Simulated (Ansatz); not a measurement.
The starting structures come from a database of crystals and need not be the phases stable at ambient conditions.

 Where the default PAW files enter, the runs use the earlier of Ansatz's two default sets.

Inside the gap of an insulator the Bloch states are evanescent, with a wavenumber k + iκ along the transport direction.

Data:

```xyz
14
Lattice="4.2672 0.0000 0.0000 0.0000 6.4917 0.0000 0.0000 0.0000 6.4917" Properties=species:S:1:pos:R:3 pbc="T T T"
Nb     3.3178     0.0000     3.2458
Nb     0.9494     3.2458     0.0000
P      2.1336     3.2458     3.2458
P      2.1336     0.0000     0.0000
O      0.8286     0.0000     3.2458
O      3.4386     3.2458     0.0000
O      1.2538     5.2342     0.1349
O      1.2538     3.3807     4.5033
O      1.2538     1.2575     6.3568
O      1.2538     3.1109     1.9883
O      3.0133     4.5033     3.1109
O      3.0133     6.3568     5.2342
O      3.0133     1.9883     3.3807
O      3.0133     0.1349     1.2575
```

Space group of this cell: P4/n. The cell is taken as given; by PBEsol its mean pressure is -6.8 GPa.

Transport runs along the normal of the first two printed cell vectors, the (100) plane of the conventional cell.

The gap is the functional's own. No spin-orbit coupling. Mid-gap values are interpolated on the energy grid.

Compute, with PBEsol (Ansatz, a quantum-chemistry and plane-wave program), the band gap and the smallest decay constant κ at mid-gap.

Gap 3.22 eV on a 8×6×6 mesh; κ = 0.416 1/Å, at (0.500, 0.000) of the in-plane reciprocal vectors. At the zone centre, at the nearest computed energy, the slowest state has κ = 0.48 1/Å.
